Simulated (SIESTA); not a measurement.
A self-consistent single point of CaMg2 (P-3m1, 6 atoms in the cell) with SIESTA

Level of theory: LDA PW92, numerical atomic orbitals DZP, PseudoDojo LDA standard norm-conserving potentials (rewritten from UPF to PSML) (SIESTA).

The input file:

```
# files in the folder: Ca.psml Mg.psml (PseudoDojo LDA standard)
SystemName  CaMg2
SystemLabel CaMg2

NumberOfAtoms                6
NumberOfSpecies              2
%block ChemicalSpeciesLabel
  1 20 Ca
  2 12 Mg
%endblock ChemicalSpeciesLabel
LatticeConstant              3.445070 Ang
%block LatticeVectors
     1.000000000    0.000000000    0.000000000
    -0.500000000    0.866025364    0.000000000
     0.000000000    0.000000000    4.901874273
%endblock LatticeVectors
AtomicCoordinatesFormat      Ang
%block AtomicCoordinatesAndAtomicSpecies
     1.722536723    0.994505005    1.613919261  1
    -0.000001723    1.989012995   15.273380739  1
    -0.000001723    1.989012995    4.491852927  2
     1.722536723    0.994505005   12.395447073  2
     1.722536723    0.994505005    7.126609473  2
    -0.000001723    1.989012995    9.760690527  2
%endblock AtomicCoordinatesAndAtomicSpecies

XC.functional                LDA
XC.authors                   PW92
PAO.BasisSize                DZP
PAO.EnergyShift              0.01 Ry
MeshCutoff                   400 Ry
%block kgrid.MonkhorstPack
    8   0   0  0.0
    0   8   0  0.0
    0   0   2  0.0
%endblock kgrid.MonkhorstPack
OccupationFunction           MP
OccupationMPOrder            0
ElectronicTemperature        100.0 meV

MaxSCFIterations             150
SCF.Mixer.Method             Pulay
SCF.Mixer.Weight             0.1
SCF.Mixer.History            6
SCF.DM.Tolerance             1.0E-05
Diag.ParallelOverK           true
WriteForces                  true
```

Log, with long lists cut:

```
reinit: Reading from file input.fdf

reinit: System Name: CaMg2
reinit: System Label: CaMg2

coor:   Atomic-coordinates input format  =     Cartesian coordinates
coor:                                          (in Angstroms)

siesta: Atomic coordinates (Bohr) and species
siesta:      3.25512   1.87934   3.04987  1        1
siesta:     -0.00000   3.75869  28.86251  1        2
siesta:     -0.00000   3.75869   8.48837  2        3
siesta:      3.25512   1.87934  23.42400  2        4
siesta:      3.25512   1.87934  13.46734  2        5
siesta:     -0.00000   3.75869  18.44503  2        6

siesta: System type = bulk

initatomlists: Number of atoms, orbitals, and projectors:      6    54    68

siesta: ******************** Simulation parameters ****************************
redata: Spin configuration                          = none
redata: Time-Reversal Symmetry                      = T
redata: Number of Atomic Species                    =        2
redata: Mesh Cutoff                                 =   400.0000 Ry
redata: Net charge of the system                    =     0.0000 |e|
redata: Min. number of SCF Iter                     =        0
redata: Max. number of SCF Iter                     =      150
redata: SCF convergence failure will abort job
redata: SCF mix quantity                            = Hamiltonian
redata: Mix DM or H after convergence               =   F
redata: Recompute H after scf cycle                 =   F
redata: Mix DM in first SCF step                    =   T
redata: No kicks to SCF
redata: DM Mixing Weight for Kicks                  =     0.5000
redata: Require Harris convergence for SCF          =   F
redata: Harris energy tolerance for SCF             =     0.000100 eV
redata: Require DM convergence for SCF              =   T
redata: DM tolerance for SCF                        =     0.000010
redata: Require EDM convergence for SCF             =   F
redata: EDM tolerance for SCF                       =     0.001000 eV
redata: Require H convergence for SCF               =   T
redata: Hamiltonian tolerance for SCF               =     0.001000 eV
redata: Require (free) Energy convergence for SCF   =   F
redata: (free) Energy tolerance for SCF             =     0.000100 eV
redata: Using DFT-D3 dispersion                     =   F
redata: Using Saved Data (generic)                  =   F
redata: Method of Calculation                       = Diagonalization
redata: Electronic Temperature                      =  1160.4518 K
redata: Number of TDED substeps                     =        3
redata: Dynamics option                             = Single-point calculation
redata: Save all siesta data in one NC              =   F
redata: ***********************************************************************

%block SCF.Mixers
  Pulay
%endblock SCF.Mixers

%block SCF.Mixer.Pulay
  # Mixing method
  method pulay
  variant stable

  # Mixing options
  weight 0.1000
  weight.linear 0.1000
  history 6
%endblock SCF.Mixer.Pulay

DM_history_depth set to one: no extrapolation allowed by default for geometry relaxation
Size of DM history Fstack: 1
Total number of electrons:    60.000000
Total ionic charge:    60.000000

* ProcessorY, Blocksize:    1  55

* Orbital distribution balance (max,min):    54    54

k-point displ. along   1 input, could be:     0.00    0.50
k-point displ. along   2 input, could be:     0.00    0.50
k-point displ. along   3 input, could be:     0.00    0.50
 Kpoints in:           80 . Kpoints trimmed:           77

siesta: k-grid: Number of k-points = 77
siesta: k-points from Monkhorst-Pack grid
siesta: k-cutoff (effective) =    13.780 Ang
siesta: k-point supercell and displacements
siesta: k-grid:     8     0     0      0.000
siesta: k-grid:     0     8     0      0.000
siesta: k-grid:     0     0     2      0.000

diag: Algorithm                                     = D&C
diag: Parallel over k                               =   F
diag: Use parallel 2D distribution                  =   F
diag: Parallel block-size                           = 55
diag: Parallel distribution                         =     1 x     1
diag: Used triangular part                          = Lower
diag: Absolute tolerance                            =  0.100E-15
diag: Orthogonalization factor                      =  0.100E-05
diag: Memory factor                                 =  1.0000

superc: Internal auxiliary supercell:     7 x     7 x     3  =     147
superc: Number of atoms, orbitals, and projectors:    882   7938   9996

                        Single-point calculation

superc: Internal auxiliary supercell:     7 x     7 x     3  =     147
superc: Number of atoms, orbitals, and projectors:    882   7938   9996

outcell: Unit cell vectors (Ang):
        3.445070    0.000000    0.000000
       -1.722535    2.983518    0.000000
        0.000000    0.000000   16.887300

outcell: Cell vector modules (Ang)   :    3.445070    3.445070   16.887300
outcell: Cell angles (23,13,12) (deg):     90.0000     90.0000    120.0000
outcell: Cell volume (Ang**3)        :    173.5749
new_DM -- step:     1
Initializing Density Matrix...

Attempting to read DM from file... Failed...
DM filled with atomic data:

InitMesh: MESH = 36 x 36 x 216 = 279936
InitMesh: Mesh cutoff (required, used) =   400.000   402.392 Ry

stepf: Methfessel-Paxton step function
       Using Hermite-Gauss polynomials of order  0

        iscf     Eharris(eV)        E_KS(eV)     FreeEng(eV)     dDmax    Ef(eV) dHmax(eV)
   scf:    1    -8535.107784    -8548.651247    -8548.657848  0.751641 -2.998493  5.915036
   scf:    2    -8548.131106    -8548.742608    -8548.749125  0.126048 -2.994939  4.002236
   scf:    3    -8548.932165    -8548.945745    -8548.952334  0.059951 -3.016860  3.242210
   scf:    4    -8549.199547    -8549.092522    -8549.099353  0.129300 -3.091262  1.249019
   scf:    5    -8549.123293    -8549.115948    -8549.122060  0.043124 -3.121552  0.094983
   scf:    6    -8549.003909    -8549.081222    -8549.087692  0.038793 -3.127984  0.950912
   [... 3 lines left out ...]
   scf:   10    -8549.117335    -8549.117333    -8549.123573  0.000058 -3.125473  0.002240
   scf:   11    -8549.117336    -8549.117335    -8549.123574  0.000124 -3.125565  0.001562
   scf:   12    -8549.117336    -8549.117335    -8549.123574  0.000060 -3.125702  0.000529
   scf:   13    -8549.117336    -8549.117336    -8549.123574  0.000014 -3.125704  0.000210
   scf:   14    -8549.117336    -8549.117336    -8549.123574  0.000004 -3.125709  0.000103

SCF Convergence by DM+H criterion
max |DM_out - DM_in|         :     0.0000042680
max |H_out - H_in|      (eV) :     0.0001027155
SCF cycle converged after 14 iterations

Using DM_out to compute the final energy and forces

siesta: E_KS(eV) =            -8549.1173

siesta: E_KS - E_eggbox =     -8549.1173

siesta: Atomic forces (eV/Ang):
     1   -0.000002    0.000001    0.384512
     2    0.000002   -0.000001   -0.384512
     3    0.000003   -0.000002    0.383321
     4   -0.000003    0.000002   -0.383323
     5   -0.000004    0.000002   -0.034734
     6    0.000003   -0.000002    0.034736
   Tot   -0.000001   -0.000000   -0.000000
   Max    0.384512
   Res    0.181350    sqrt( Sum f_i^2 / 3N )
   Max    0.384512    constrained

Stress tensor Voigt[x,y,z,yz,xz,xy] (kbar):      -34.75      -34.75        4.89        0.00       -0.00       -0.00
(Free)E + p*V (eV/cell)    -8546.7902
Target enthalpy (eV/cell)    -8549.1236

siesta: Program's energy decomposition (eV):
siesta: Ebs     =     -2334.399196
siesta: Eions   =     11161.876523
siesta: Ena     =      1194.226052
siesta: Ekin    =      4366.799107
siesta: Enl     =     -1791.210001
siesta: Eso     =         0.000000
siesta: Edftu   =         0.000000
siesta: DEna    =        64.367763
siesta: DUscf   =         1.607814
siesta: DUext   =         0.000000
siesta: Ex      =     -1111.635272
siesta: Ec      =      -111.396275
siesta: Exc     =     -1223.031547
siesta: Eharris =     -8549.117336
siesta: Etot    =     -8549.117336
siesta: FreeEng =     -8549.123574

siesta: Atomic forces (eV/Ang):
siesta:      1   -0.000002    0.000001    0.384512
siesta:      2    0.000002   -0.000001   -0.384512
siesta:      3    0.000003   -0.000002    0.383321
siesta:      4   -0.000003    0.000002   -0.383323
siesta:      5   -0.000004    0.000002   -0.034734
siesta:      6    0.000003   -0.000002    0.034736
siesta: ----------------------------------------
siesta:    Tot   -0.000001   -0.000000   -0.000000

siesta: Stress tensor (static) (eV/Ang**3):
siesta:    -0.021689   -0.000000   -0.000000
siesta:    -0.000000   -0.021689    0.000000
siesta:    -0.000000    0.000000    0.003050

siesta: Cell volume =        173.574903 Ang**3

siesta: Pressure (static):
siesta:                Solid            Molecule  Units
siesta:           0.00014641          0.00031772  Ry/Bohr**3
siesta:           0.01344278          0.02917158  eV/Ang**3
siesta:          21.53771257         46.73802395  kBar
```

The run converged in 14 iterations.

The starting cell comes from a database of computed structures (which also holds hypothetical and non-ambient phases and stackings), without a prior relaxation at this level. Values carry the incompleteness of an atom-centred basis.
